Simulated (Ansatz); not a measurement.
System: L1₀ (CuAu-type) FePt. Method: PBEsol (PAW; Ansatz, a first-principles code).

Settings: plane-wave cutoff 520 eV, 24×24×18 k mesh (along the axes of the cell as run), Fermi–Dirac smearing 0.054 eV (set by the program), spin-polarised with parallel moments, scalar-relativistic PAW data made under PBE.

Computed at the level's own relaxed cell.

```
CELL_PARAMETERS angstrom
      2.68768     0.00000     0.00000
      0.00000     2.68768     0.00000
      0.00000     0.00000     3.71570
ATOMIC_POSITIONS crystal
  Fe 0.00000 0.00000 0.00000
  Pt 0.50000 0.50000 0.50000
```

### Question
Give the elastic tensor (Voigt notation, GPa, ions relaxed, in the Cartesian axes of the cell as printed).

### Answer

```
  438.4    85.1   173.6     0.0     0.0     0.0
   85.1   438.4   173.6     0.0     0.0     0.0
  173.6   173.6   344.3     0.0     0.0     0.0
    0.0     0.0     0.0   129.4     0.0     0.0
    0.0     0.0     0.0     0.0   129.4     0.0
    0.0     0.0     0.0     0.0     0.0    62.0
```

Spin–orbit coupling is not included.

The computed numbers hold no vibrational or temperature effects.
